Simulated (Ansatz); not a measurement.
A user runs Ansatz (an electronic-structure program) on Cs2KYF6 (P1, 10 atoms in the cell) and asks whether the run is sound. The aim is a self-consistent single point with DFT, LDA (PW92), plane waves, default PAW files made with PBE.

Cell that was meant: a = 6.6786 Å, b = 6.6786 Å, c = 6.6786 Å, α = 60.00°, β = 60.00°, γ = 60.00°.

Part of the input:

Ansatz 0.2 input:
```yaml
    - { symbol: Y, position_ang: [-0.006569, 0.011055, 0.032019] }
    - { symbol: Cs, position_ang: [2.358582, 2.315376, 2.375724] }
    - { symbol: Cs, position_ang: [7.062683, 7.165260, 7.082480] }
total_charge: -1.0
basis:
  ecutwfc: 420.0
kpoints:
```

Output (repeated stretches shortened):

```
WARN ansatz: RAYON_NUM_THREADS=1 ignored (pool sized by the plan → 1); use --threads N
Pseudopotentials: kind: paw
   [... lines left out ...]
PAW frozen core: Cs, regenerated for the run's functional, and the local potential with it
Initial density: superposition of atomic densities (neutral atoms scaled as one to the charged cell's electrons …
Initial wavefunctions: pseudopotential atomic-orbital guess
Eigensolver: davidson
Functional: x = slater, c = lda
SCF iter   1: F=—  HF=-21023.743549 eV  |F-HF|=—  |Δ(HF+E_count)|=         —  Δρ=5.49e-2  dr2=5.10e0  ethr=1.77e-3  ⟨swp⟩=9.4  Hψ=3182  notcnv=0
all-band conjugate gradients solve this SCF's bands
preconditioner: auto → LDOS
SCF iter   2: F=—  HF=-21023.311691 eV  |F-HF|=—  |Δ(HF+E_count)|=   4.32e-1  S|Δr|=    0.00e0  Δρ=5.48e-2  dr2=3.53e0  ethr=1.77e-3  ⟨swp⟩=3.4  Hψ=1811  notcnv=0  defer=31
   [... lines left out ...]
SCF iter   7: F=—  HF=-21022.313876 eV  |F-HF|=—  |Δ(HF+E_count)|=   1.69e-4  S|Δr|=    0.00e0  Δρ=4.74e-5  dr2=3.11e-6  ethr=5.75e-8  ⟨swp⟩=2.0  Hψ=1244  notcnv=0  defer=31
SCF iter   8: F=—  HF=-21022.313877 eV  |F-HF|=—  |Δ(HF+E_count)|=   8.23e-7  S|Δr|=    0.00e0  Δρ=7.08e-6  dr2=1.34e-7  ethr=3.83e-9  ⟨swp⟩=2.0  Hψ=1130  notcnv=0  defer=31
SCF iter   9: F=-21022.313877 eV  HF=-21022.313877 eV  |F-HF|=1.01e-8  |Δ(HF+E_count)|=   6.82e-8  S|Δr|=    0.00e0  Δρ=3.11e-6  dr2=2.00e-8  ethr=1.23e-10  ⟨swp⟩=12.9  Hψ=3353  notcnv=0
SCF 1 converged in 9 iterations: F = -21022.313877 eV  dr2 = 2.00e-8
Stability not checked (fill_not_monotonic)
Free energy (F): -21022.313877 eV
Internal energy: -21022.315128 eV  (E = F + TS)
E sigma→0 (E₀):  -21022.314294 eV
Entropy (-TS):   0.001251 eV (0.125 meV/atom)
Fermi energy:    8.728256 eV
--- Forces (eV/Å), atoms counted from 1 ---
  atom   1  F     -0.03750817    -0.00594356     0.06423850
  atom   2  F      0.01860671    -0.20536560     0.02621669
  atom   3  F     -0.41280955     0.00234701    -0.03887769
   [... lines left out ...]
  atom  10  Cs     0.05444913     0.01828621     0.01331657
--- Stress (GPa, compression-positive) ---
       -2.040234       0.030374      -0.001090
        0.030374      -3.054453      -0.025384
       -0.001090      -0.025384      -2.973177
  P = ⅓ Tr σ = -2.6893 GPa (-26.893 kbar)
  The stress holds the Pulay correction. Without it, at fixed plane waves, as pw.x and ABINIT print it: P = -3.1739 GPa
```

Task: Is anything amiss in this input, and did it matter?

Result: The run is not sound. The fault is an unintended net charge. A charged periodic cell changes the electron count and is neutralised by a uniform background, so energy, forces and pressure belong to another system. To fix it, remove the charge. The run converged in 9 iterations without an error; against the sound input the pressure goes from -2.99 to -2.69 GPa, the largest force goes from 0.529 to 0.462 eV/Å and no clean gap remains on the mesh (levels overlap or are partly filled), against 6.31 eV before.

An input that runs soundly differs in these lines (not the only fix; some lines may just follow from the change or write a value another way):
```diff
-total_charge: -1.0
```

With that input, the run converged in 7 iterations: free energy E − TS (on the zero of these files) -21030.9198 eV; top of the valence band (on the code's own zero) 1.42 eV; gap on the k-point mesh 6.31 eV; pressure -2.99 GPa; largest force (vector length) 0.529 eV/Å (DFT, LDA (PW92), plane waves, default PAW files made with PBE).

On the sound input: the starting cell comes from a database of published, mostly measured structures (it also holds non-ambient and calculated ones), without a prior relaxation at this level. Its atoms were displaced at random from the sites of space group no. 225. Ansatz's pressure includes its estimate of the finite-basis (Pulay) stress.
